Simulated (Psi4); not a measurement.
Psi4 1.11, TPSS/def2-svp: Mo(NH)(S)(Br)(OMe) (C[O][Mo](=[NH])(=[S])[Br]), 10 atoms. The geometry is a generated start, not checked to be a minimum at this level.

| Item | Result |
|---|---|
| task | energy |
| method | tpss |
| basis | def2-svp |
| memory | 3 GB |
| maxiter | 100 |
| keys of the molecule block | symmetry c1 |
| scf_type | df (default) |
| e_convergence | 1e-06 (default) |
| d_convergence | 1e-06 (default) |
| dft_radial_points | 75 (default) |
| dft_spherical_points | 302 (default) |
| effective core potentials | those of the basis set, past Kr |
| basis functions | 143 |
| grid points | 215638 |

```xyz
10

Mo    -1.1778     0.0761     0.1661
N     -1.9121    -1.3211    -0.5442
H     -2.2730    -2.2011    -0.8945
S     -1.6103     0.0611     2.2801
Br    -2.3517     1.9654    -0.6951
O      0.5377     0.3022    -0.0240
C      1.9186     0.2832    -0.0643
H      2.2726    -0.7519    -0.1897
H      2.2784     0.8906    -0.9083
H      2.3175     0.6953     0.8739
```

Charge 0 and multiplicity 1 are set for this test and not shown to be the ground state.

With the defaults (diis_max_vecs = 10, diis = true, scf_initial_accelerator = adiis, damping_percentage = 0, guess = auto, which took SAD, level_shift = 0, level_shift_cutoff = 0.01, diis_start = 1) it converges in 13 SCF iterations. One run each on 2 threads, with these changes:
- guess = sapgau
- guess = huckel
- diis = false, scf_initial_accelerator = none, damping_percentage = 60
- diis_max_vecs = 3
- diis_start = 4
- guess = sap
- level_shift = 0.5, level_shift_cutoff = 0.001
- scf_initial_accelerator = ediis
- guess = core

### Question
Which of these changes keep the SCF from converging, or lead it to another solution?

### Answer
No convergence: diis_max_vecs = 3; diis = false, scf_initial_accelerator = none, damping_percentage = 60 (the run ends without SCF convergence in 100 iterations). The rest reach the solution of the defaults.

```tsv
setting	SCF iterations	end
the defaults	13	same solution
level_shift = 0.5, level_shift_cutoff = 0.001	13	same solution
scf_initial_accelerator = ediis	13	same solution
guess = huckel	14	same solution
guess = sap	19	same solution
guess = core	20	same solution
diis_start = 4	21	same solution
guess = sapgau	21	same solution
diis_max_vecs = 3	100	no convergence
diis = false, scf_initial_accelerator = none, damping_percentage = 60	100	no convergence
```

1 further run of the study ended by our limits or in an error and is left out.
